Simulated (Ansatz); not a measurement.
A periodic model of amorphous IGZO (In12Ga6Zn6O33):

```xyz
57
Lattice="9.4529 -0.1531 0.0457 -0.1531 9.4876 -0.0789 0.0457 -0.0789 8.9397" Properties=species:S:1:pos:R:3 pbc="T T T"
In     8.8897     7.8141     3.6060
In     5.8478     0.1335     0.2868
In     6.0799     9.0241     5.9329
In     5.9205     3.7366     1.6373
In     3.2281     5.1953     3.3671
In     5.5541     3.1635     7.3409
In     2.9574     0.6893     8.0813
In     0.7571     6.1580     6.0718
In     7.5538     6.7403     8.7422
In     1.2129     6.5522     0.6533
In     4.3436     6.2274     0.4656
In     6.6192     5.5135     4.8153
Ga     7.5329     1.2736     3.3117
Ga     8.4133     2.3183     0.3322
Ga     8.6285     2.9707     5.9684
Ga     9.4788    -0.0788     7.1590
Ga     4.5977     1.8326     4.3118
Ga     0.4378     0.2132     1.3143
Zn     2.2485     3.3143     0.9962
Zn     3.1995     8.9167     2.3559
Zn     9.1739     4.1297     3.0341
Zn     1.8954     9.3969     4.7931
Zn     2.3386     3.0197     6.1170
Zn     3.7786     7.0567     6.4787
O      2.9957     7.0356     1.9284
O      0.3262     8.2675     5.5859
O      3.8792     0.6307     1.0129
O      2.7910     6.2703     8.0370
O      1.0662     9.3046     2.8983
O      8.9536     7.4834     1.4875
O      5.4575     5.2202     3.1779
O      5.7376     1.5977     5.7997
O      8.0422     3.7815     1.4453
O      2.5940     6.4148     5.0317
O      0.9957     8.9780     8.5230
O      3.4579     3.2812     4.5064
O      6.4233     2.0839     8.9474
O      8.6554     2.5072     4.1385
O      6.0210     4.9948     8.6941
O      8.0901     0.7407     1.5395
O      1.3491     4.8548     2.1289
O      3.5080     2.7797     7.7048
O      0.7536     4.0793     5.9560
O      9.3107     5.9040     8.0378
O      8.6802     1.7401     7.3944
O      5.6673     6.9535     5.9109
O      5.8950     7.6678     0.8479
O      0.8747     2.0688     0.7212
O      4.4053     8.8893     7.3444
O      5.8609     1.9991     2.9316
O      7.3109     9.1306     4.1461
O      1.6663     1.0595     6.3886
O      3.8427     4.2227     1.4050
O      7.5547     8.6764     7.5547
O      7.1128     4.0529     6.2188
O      3.8527     0.1087     4.1957
O      8.6593     5.8073     4.2762
```

These are PBE, scalar-relativistic without spin-orbit coupling (plane waves to 420 eV, PAW; Ansatz, an electronic-structure program) values and carry that method's errors.

A CHGNet melt-quench gave the starting glass, which DFT then relaxed. O atoms were pushed apart under 1.9 Å during the dynamics, to hinder bonds among them. The hot cell started wider than the set density and was brought back towards it in steps. It is the lowest in DFT energy of 2 quenches. It is a model cell: composition and starting density were chosen by hand, and all elements were melted together. No dispersion term was used. Its density started from a set value of 5.63 and ended at 5.63 g/cm³. The simulated quench (nominally 84 K/ps over its main leg) is rapid and tends to freeze in more defects than a deposited or slowly cooled glass has. A cell of this size samples the disorder only roughly. The volume was held where the preparation left it and the shape relaxed, at a PBE pressure of -1.5 GPa (tension). Stress components on the final sampling reach 1.6 GPa.

Cut-offs for bonds: In-In 3.12 Å, In-Ga 2.90 Å, In-Zn 2.90 Å, In-O 2.52 Å, Ga-Ga 2.68 Å, Ga-Zn 2.68 Å, Ga-O 2.38 Å, Zn-Zn 2.68 Å, Zn-O 2.38 Å, O-O 1.58 Å. Two cations that share two anions don't count as bonded, nor two that share one unless they lie closer than In-In 3.04 Å, In-Ga 2.82 Å, In-Zn 2.82 Å, Ga-Ga 2.61 Å, Ga-Zn 2.61 Å, Zn-Zn 2.61 Å.

Give the coordination numbers, mean bond lengths and angles.


```json
{
 "Mean coordination of In by anions": "5.00 (2 with 4, 8 with 5, 2 with 6)",
 "Mean coordination of Ga by anions": "4.50 (3 with 4, 3 with 5)",
 "Mean coordination of Zn by anions": "3.83 (1 with 3, 5 with 4)",
 "Mean coordination of O": "3.33 (22 with 3, 11 with 4)",
 "Mean In-O bond": "2.184 Å (spread 0.083 Å, 60 counted)",
 "Mean Ga-O bond": "1.938 Å (spread 0.084 Å, 27 counted)",
 "Mean Zn-O bond": "2.005 Å (spread 0.091 Å, 23 counted)",
 "Bond angle at In": "mean 106.0°, spread 27.5°",
 "Bond angle at Ga": "mean 107.5°, spread 20.9°",
 "Bond angle at Zn": "mean 110.4°, spread 19.6°",
 "Bond angle at O": "mean 112.1°, spread 14.4°"
}
```

List the pairs of like atoms that count as bonded by the rules above.

There are none by these rules.
